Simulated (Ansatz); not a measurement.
System: Ca3P2 (Pm-3m, No. 221, 5 atoms in the cell; start mp-1013547). Method: HSE06 in Ansatz (plane waves, PAW).

Settings: plane-wave cutoff 460 eV, 4×4×4 k mesh, Fermi–Dirac smearing 0.01 eV, scalar-relativistic PAW data made under PBE.

Cell (relaxed with PBEsol):

```cif
data_Ca3P2
_chemical_formula_sum 'Ca3 P2'
_space_group_name_H-M_alt 'P 1'
_space_group_IT_number 1
_cell_length_a 5.24195
_cell_length_b 5.24195
_cell_length_c 5.24195
_cell_angle_alpha 90.000
_cell_angle_beta 90.000
_cell_angle_gamma 90.000
loop_
_space_group_symop_operation_xyz
  'x, y, z'
loop_
_atom_site_label
_atom_site_type_symbol
_atom_site_fract_x
_atom_site_fract_y
_atom_site_fract_z
_atom_site_occupancy
Ca1 Ca 0.00000 0.50000 0.50000 1
Ca2 Ca 0.50000 0.00000 0.50000 1
Ca3 Ca 0.50000 0.50000 0.00000 1
P1 P 0.00000 0.00000 0.00000 1
P2 P 0.50000 0.50000 0.50000 1
```

Task: Give the computed band gap.

Result: 
* **band gap**: 1.00 eV (on the SCF k mesh) (direct)

Note: cell and atoms aren't relaxed at this level (pressure 1.3 GPa).

The computed numbers hold no vibrational or temperature effects.

A start named mp-… is a Materials Project structure, which need not be a measured phase.

Ansatz is an electronic-structure program.
